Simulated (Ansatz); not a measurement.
Consider interstitial Si in 2H silicon carbide, charge state +4. The step: several atoms move together, Si the farthest; the atom moves 2.05 Å along (-0.64, -0.28, 0.22) of the unit cell; the moving atom starts with neighbours C at 1.83, C at 1.84, 2 C at 1.99 Å and ends with 3 C at 1.82 Å. A PBE band in Ansatz (plane-wave PAW, the Γ point alone, 72 host sites, 137 SCF runs with any check of the saddle's order, static, no finite-size correction) gives a forward barrier of 1.21 eV. The saddle point's order was not checked. The host's phase is taken as given; its stability against other phases was not computed. The charge state is imposed; whether it is stable for some Fermi level was not computed. Sites that were not tried may lie lower.

Single points at the band's start and saddle point can refine it. Rough cost of one point, in units of the band's mean SCF on the same machine:

```tsv
Level	Cost of one point
PBE, a 2×2×2 k-point mesh shifted by half a step along c	about 7
r2SCAN at 500 eV, the Γ point alone	about 4
```

**Question.** Which of these move the barrier by more than 0.1 eV, and how far does each move it?

**Answer.** PBE, a 2×2×2 k-point mesh shifted by half a step along c: +0.15 eV; r2SCAN at 500 eV, the Γ point alone: +0.01 eV. Each functional is compared with PBE at the same k-points.

Ansatz is a first-principles code.
